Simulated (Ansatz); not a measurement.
L1₂ (Cu3Au-type) Cu3Au: LDA at its full settings (plane-wave cutoff 520 eV, 14×14×14 k mesh, Fermi–Dirac smearing 0.05 eV, no spin polarisation, scalar-relativistic PAW data made under PBE) and at cheaper ones, in a cell of 4 atoms with Γ-centred meshes.

```csv
level and setting,lattice parameter a (Å),bulk modulus (GPa)
LDA (Ansatz),3.671,191
LDA (Γ point alone) (Ansatz),4.004,106
LDA (2×2×2 k mesh) (Ansatz),3.666,200
LDA (4×4×4 k mesh) (Ansatz),3.669,194
```

Largest shifts from the full settings: lattice constant a +9.07 % (LDA (Γ point alone)), against a difference of -2.11 % of the full result from the reference 3.75 Å (measured, temperature not stated, no zero-point or thermal correction; as tabulated in Nepal et al. (2019), arXiv:1905.09348); bulk modulus -45 % (LDA (Γ point alone)).

Ansatz's density-functional and Hartree–Fock values are scalar-relativistic unless marked +SOC, with PAW data made under PBE.

Run with cheap settings on purpose, which may leave them unconverged: LDA (2×2×2 k mesh), LDA (4×4×4 k mesh), LDA (Γ point alone).

Ansatz is an electronic-structure program.
